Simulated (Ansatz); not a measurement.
```xyz
8
Lattice="4.0112 0.0000 0.0000 2.0056 3.4738 0.0000 0.0000 0.0000 28.7896" Properties=species:S:1:pos:R:3 pbc="T T T"
Se     4.0112     2.3159     7.4850
In     2.0056     1.1579     8.7575
In     2.0056     1.1579    11.5433
Se     4.0112     2.3159    12.8151
Se     2.0056     1.1579    15.9745
In     4.0112     2.3159    17.2463
In     4.0112     2.3159    20.0321
Se     2.0056     1.1579    21.3046
```

No spin polarisation.

Calculations: plane-wave PAW DFT at the r2SCAN+rVV10 level (Ansatz, a program for electronic structure, 500 eV), spin-orbit coupling left out. Γ-centred 10×10×1 mesh, Fermi–Dirac width 0.05 eV. The cell is a slab with vacuum along z.

Predict the band gap and electron mass.

Band gap: 1.53 eV
Electron mass (in plane): 0.17 mₑ (at Γ)

Masses are band curvatures over ±0.01 Å⁻¹ around the edge. No phonon test of stability was made. The cell was made from InSe in the beta-GaS type structure (space group P6_3/mmc, No. 194; layered, stacked along the Cartesian z axis) by this change: a free-standing slab of 2 layers (8 atoms, 4 a layer) is cut normal to the stacking axis, with 15 Å of vacuum and the in-plane cell relaxed.
